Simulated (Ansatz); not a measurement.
System: ZnO (model structure, started from the NiAs type, P6₃/mmc, No. 194, 4 atoms in the cell). Method: r²SCAN (plane waves, PAW; Ansatz, a first-principles code).

Settings: plane-wave cutoff 560 eV, 12×12×8 k mesh (along the axes of the cell as run), Fermi–Dirac smearing 0.01 eV, scalar-relativistic PAW data made under PBE.

Cell (relaxed at this level):

```yaml
crystal:
  lattice:
    - [2.97672, 0.00000, 0.00000]
    - [-1.48836, 2.57791, 0.00000]
    - [0.00000, 0.00000, 5.12542]
  atoms:
    - { symbol: Zn, position: [0.00000, 0.00000, 0.00000] }
    - { symbol: Zn, position: [0.00000, 0.00000, 0.50000] }
    - { symbol: O, position: [0.33333, 0.66667, 0.25000] }
    - { symbol: O, position: [0.66667, 0.33333, 0.75000] }
```

Problem. Estimate the band gap and bulk modulus that the calculation returns.

Solution. 
band gap: 1.36 eV (on the SCF k mesh)
bulk modulus: 187 GPa

Note: the bulk modulus is −V dP/dV from two relaxed cells at ±2 % in volume; the relaxation could raise the start's symmetry but not lower it, so the cell can be a saddle point.

It cost roughly 40 core-seconds of CPU time.

A model structure was made by putting elements into a prototype or built by hand; it is no filed structure, need not be a known phase, and can be a saddle point held by its symmetry.
